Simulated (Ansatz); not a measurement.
Data:

```
CELL_PARAMETERS angstrom
     -1.58245     1.58245     1.58245
      1.58245    -1.58245     1.58245
      1.58245     1.58245    -1.58245
ATOMIC_POSITIONS crystal
  Mo 0.00000 0.00000 0.00000
```

No spin polarisation.

A single point on Mo with a change (pressure −1 GPa), its geometry relaxed with PBE.

Method: Ansatz (a first-principles code), r2SCAN, PAW, cutoff 500 eV, no spin-orbit coupling, earlier PAW set. Settings: 21×21×21 k-points, 0.05 eV Fermi–Dirac smearing.

Question: Predict the band gap and pressure.

Answer: Band gap: zero
Pressure: -3.5 GPa

Single points use the geometry relaxed with PBE. Load acts through the strain it causes; cell and atoms are relaxed under it. Stability against distortions was not tested. All final runs are without spin polarisation. The cell was made from Mo in the bcc (W type) structure (space group Im-3m, No. 229) by this change: pressure −1 GPa.
